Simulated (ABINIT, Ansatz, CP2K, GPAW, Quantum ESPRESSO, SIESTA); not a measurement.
## One structure in several programs: CaC2 (P-1, 6 atoms in the cell)

Self-consistent single point, at a second geometry (lattice scaled by 0.98). First geometry:

```
CaC2
1.0
    3.87625     0.00000     0.00000
    1.84964     3.53935     0.00000
    0.41179     1.00694     7.21993
Ca C
2 4
Direct
  0.22555   0.98060   0.75247
  0.77445   0.01940   0.24753
  0.13145   0.40051   0.06016
  0.86855   0.59949   0.93984
  0.44816   0.63441   0.43396
  0.55184   0.36559   0.56604
```

Shared settings, as Ansatz (a program for electronic structure) writes them: kpoints.mp_grid.grid = 7 6 3; scf.occupations.method = fixed. Potentials and cutoffs stand in the table.

```tsv
code	model	ΔF from the first geometry (meV/atom)	pressure (GPa)	largest force (eV/Å)	gap on the mesh (eV)	cutoff
Quantum ESPRESSO	LDA (PZ), GBRV 1.5 ultrasoft (LDA) pseudopotentials	-16.3	0.09	1.678	2.365	40 Ry
Ansatz	LDA (PW92), default PAW files made with PBE	-17.9	-0.32	1.480	2.355	default
GPAW	LDA (Perdew-Wang 92), GPAW PAW datasets LDA (gpaw-data 1.0.1)	-15.5	–	1.523	2.366	900 eV
SIESTA	LDA PW92, numerical atomic orbitals DZP, PseudoDojo LDA standard norm-conserving potentials (rewritten from UPF to PSML)	29.6	8.76	3.588	3.394	grid 300 Ry
CP2K	LDA (Pade form), GPW, DZVP-MOLOPT-SR-GTH basis, GTH-PADE potentials (GTH_POTENTIALS)	-19.1	-0.14	1.617	2.303	grid 500 Ry
ABINIT	LDA (PW92), norm-conserving pseudopotentials (PseudoDojo nc-sr-04 LDA standard)	-16.5	0.15	1.671	2.351	41 Ha
```

Size of the force on each atom (eV/Å): Sizes of forces hide their directions.

```json
[
 {"code": "Quantum ESPRESSO", "Ca1": "0.004", "Ca2": "0.004", "C3": "1.646", "C4": "1.646", "C5": "1.678", "C6": "1.678"},
 {"code": "Ansatz", "Ca1": "0.004", "Ca2": "0.004", "C3": "1.450", "C4": "1.450", "C5": "1.480", "C6": "1.480"},
 {"code": "GPAW", "Ca1": "0.011", "Ca2": "0.011", "C3": "1.489", "C4": "1.489", "C5": "1.523", "C6": "1.523"},
 {"code": "SIESTA", "Ca1": "0.247", "Ca2": "0.247", "C3": "3.496", "C4": "3.496", "C5": "3.588", "C6": "3.588"},
 {"code": "CP2K", "Ca1": "0.046", "Ca2": "0.046", "C3": "1.528", "C4": "1.528", "C5": "1.617", "C6": "1.617"},
 {"code": "ABINIT", "Ca1": "0.004", "Ca2": "0.004", "C3": "1.638", "C4": "1.638", "C5": "1.671", "C6": "1.671"}
]
```

A dash marks a value that a program does not give, or that is left out as unsure.

Gaps are read on the mesh.

The spread over the programs that give each value: ΔF from the first geometry within 48.7 meV/atom; pressure within 9.08 GPa; largest force within 2.108 eV/Å; gap on the mesh within 1.091 eV.

SIESTA and CP2K use small atom-centred bases, whose incompleteness enters pressures, forces and empty levels differently from a plane-wave cutoff. Ansatz's pressure is given at a fixed set of plane waves, as the other plane-wave codes print theirs; with its correction for the finite basis it is -0.04 GPa (the shift of 0.28 GPa shows how far the cutoff is from converged). The pressure of GPAW is left out: its cutoff lies under the one at which its stress was checked. The same LDA comes in different parametrisations, which differ slightly. In the pressure, SIESTA (by 8.67) lies more than 1 GPa from the median of the plane-wave programs. In the gap, SIESTA (by 1.034) lies more than 0.12 eV from the median of the plane-wave programs. In the force vectors, Quantum ESPRESSO (by 0.083), Ansatz (by 0.117) and SIESTA (by 1.993) lie more than 0.08 eV/Å from the median of the plane-wave programs.

The starting cell comes from a database of computed structures (which also holds hypothetical and non-ambient phases and stackings), without a prior relaxation at this level. Its lattice was rescaled by a random factor within 2.5 % of one. For this run, on top of that: lattice scaled by 0.98.

Keys are those of Ansatz 0.2.
